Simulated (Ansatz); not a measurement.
Functionals compared on OH on the 1x1 (110) surface of zinc-blende InP (cut with top plane In + P), one in a 2x1 cell, started at the site 'top In', in Ansatz (plane waves, PAW). The structure was relaxed with PBE; the other rows are single points on it, each with its references at the same level. Cutoff 420 eV (500 eV for r2SCAN). The points keep PBE's geometry, so the relaxation of a polaron and the settling of charge on one site are left out. HSE06 used the coarser mesh 2x3x1.

Host crystal: zinc-blende InP, with a band gap (PBE, scalar-relativistic without spin-orbit coupling).

Model: 22-atom slab, 8.9 Å thick at the start under the adsorbate (thin: gaps and levels are the slab's own), 3x4x1 mesh, Fermi-Dirac 0.01 eV, dipole correction, 8 atoms held, the rest relaxed; no symmetry held; spin-polarised, ending with about 1.0 μB a cell; orders that need a larger cell were not tried, no spin-orbit, no U, no dispersion correction. It is one chosen start, not shown to be the lowest state of the adsorbate. These notes are the PBE run's. r2SCAN: The program's check for a lower electronic state was not made. HSE06: The program's check for a lower electronic state was not made. Adsorption energies are against H2O(g) − ½ H2(g). A negative adsorption energy means that the adsorbate is more stable on the surface than in its reference.

```csv
functional,adsorption energy (eV),magnetic moment of the cell (μB)
PBE,0.94,1.00
RPBE,0.99,1.00
r2SCAN,0.77,1.00
HSE06,___,1.00
```

Q: What belongs in the gaps?

A: 
- HSE06, adsorption energy (eV): 1.01

Ansatz is a quantum-chemistry and plane-wave program.
